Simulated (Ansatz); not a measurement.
Fluorite HfO2 (high-temperature phase) was calculated with PBE0 in Ansatz (plane waves, PAW).

Numerical settings: plane-wave cutoff 500 eV, 8×8×8 k mesh, gaussian smearing 0.02 eV, scalar-relativistic PAW data made under PBE.

The cell is the one relaxed with r²SCAN: a = 5.059 Å, b = 5.059 Å, c = 5.059 Å, α = 90.00°, β = 90.00°, γ = 90.00°.

Task: Give the computed band gap.

Result: 
- band gap: 6.16 eV (on the SCF k mesh)

Note: symmetry holds this phase in the static calculation, where it need not be a minimum; held by symmetry at 0 K, a high-temperature phase can be a saddle point; cell and atoms aren't relaxed at this level (pressure -0.3 GPa).

Spin–orbit coupling is not included.

Ansatz is a quantum-chemistry and plane-wave program.
